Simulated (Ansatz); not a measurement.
A thermal frame of Ag (fcc), cell Ag32, with the crystal as the starting point [in the run: it stayed crystalline]. Calculation: r2SCAN (plane waves, PAW; Ansatz, a first-principles code).

| Property | Value |
|---|---|
| plane-wave cutoff | 500 eV |
| k-points | one point, (1/4, 1/4, 1/4) |
| spin | not polarised; no spin-orbit coupling |

A check of the k-sampling: on the last frame of the same run a denser mesh moved the r2SCAN forces by 0.043 eV/Å rms, the static pressure by -1.08 GPa and the free energy by -27 meV/atom.

```xyz
32
Lattice="8.3133 0.0000 0.0000 0.0000 8.3133 0.0000 0.0000 0.0000 8.3133" Properties=species:S:1:pos:R:3:forces:R:3 pbc="T T T"
Ag   -0.3782   -0.0780   -0.1476   0.817  -0.237   0.451
Ag    0.0544    1.6866    2.0642  -0.758   0.344  -0.281
Ag    1.7993   -0.4142    2.2158   0.603  -0.021  -0.500
Ag    2.0822    1.8736    0.1324  -0.280  -0.057  -0.457
Ag   -0.1904   -0.2775    4.1648  -0.132   0.080   0.418
Ag   -0.0957    1.9520    6.3341  -0.084  -0.310  -0.293
Ag    2.0345   -0.3029    6.2282  -0.312   0.211   0.145
Ag    1.9311    1.9807    4.0768   0.060  -0.719   0.528
Ag   -0.2022    3.9254    0.0667   0.039  -0.134   0.169
Ag   -0.1354    5.8390    2.2591  -0.202   0.265  -0.628
Ag    1.9860    3.8879    2.1685   0.028   0.420  -0.583
Ag    1.9196    5.9463    0.0440   0.002   0.100  -0.020
Ag   -0.2586    3.7401    4.0684   0.106   0.093   0.283
Ag   -0.1021    5.9501    6.2478  -0.327   0.246  -0.077
Ag    1.7891    3.9703    6.1177   0.563  -0.196   0.392
Ag    1.8966    5.9625    4.2243   0.118   0.015  -0.299
Ag    4.0892   -0.2173   -0.0185  -0.865  -0.409   0.112
Ag    4.0385    1.7049    2.0881  -0.152   0.382   0.019
Ag    6.0537   -0.2220    2.0670   0.580  -0.192  -0.012
Ag    5.8719    1.8419   -0.1285   0.663   0.211   0.317
Ag    4.0097   -0.1959    4.0734  -0.140  -0.336   0.292
Ag    3.9137    1.8695    6.1844  -0.083   0.085  -0.068
Ag    5.9517   -0.2847    6.2936   0.178   0.223  -1.034
Ag    6.1053    1.7563    4.1024  -0.008   0.071   0.206
Ag    4.1826    4.0105    0.0470  -0.852  -0.050  -0.478
Ag    4.1568    5.9978    1.9850  -0.520   0.309   0.280
Ag    5.9776    3.8566    2.0365   0.686  -0.209   0.123
Ag    6.1466    6.1115   -0.1130   0.023  -0.603   0.353
Ag    4.0363    3.9149    4.0969  -0.123  -0.189   0.174
Ag    3.9876    5.9772    6.0728  -0.008  -0.053   0.476
Ag    6.0032    3.8918    6.2304   0.257   0.048  -0.072
Ag    6.0992    5.7929    4.1598   0.122   0.610   0.062
```

**Question.** At which temperature was this frame sampled?
A) 900 K
B) 1520 K
C) 310 K
D) 530 K

**Answer.** C, 310 K. The rms force component is 0.36 eV/Å.
